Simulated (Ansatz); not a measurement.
System: BaO (within 0.1 Å of P6₃/mmc, No. 194, 4 atoms in the cell; start mp-1178514; a measured phase of this formula has another space group). Method: LDA (Ansatz, a program for electronic structure, plane waves, PAW).

Settings: plane-wave cutoff 520 eV, 12×12×6 k mesh (along the axes of the cell as run), Fermi–Dirac smearing 0.01 eV, scalar-relativistic PAW data made under PBE.

Cell (relaxed at this level):

```
BaO
1.0
    4.44845     0.00000     0.00000
   -2.22423     3.85247     0.00000
    0.00000     0.00000     5.45928
Ba O
2 2
Direct
  0.66667   0.33333   0.43757
  0.33333   0.66667   0.93757
  0.66667   0.33333   0.93743
  0.33333   0.66667   0.43743
```

Task: Give the computed band gap and bulk modulus.

Result: 
band gap: 2.01 eV (on the SCF k mesh)
bulk modulus: 68.6 GPa

Note: the bulk modulus is −V dP/dV from two relaxed cells at ±2 % in volume.

Spin–orbit coupling is not included.

Computed values are for the static lattice.

Cost on a shared machine: roughly 4 core-minutes.

A start named mp-… is a Materials Project structure, which need not be a measured phase.
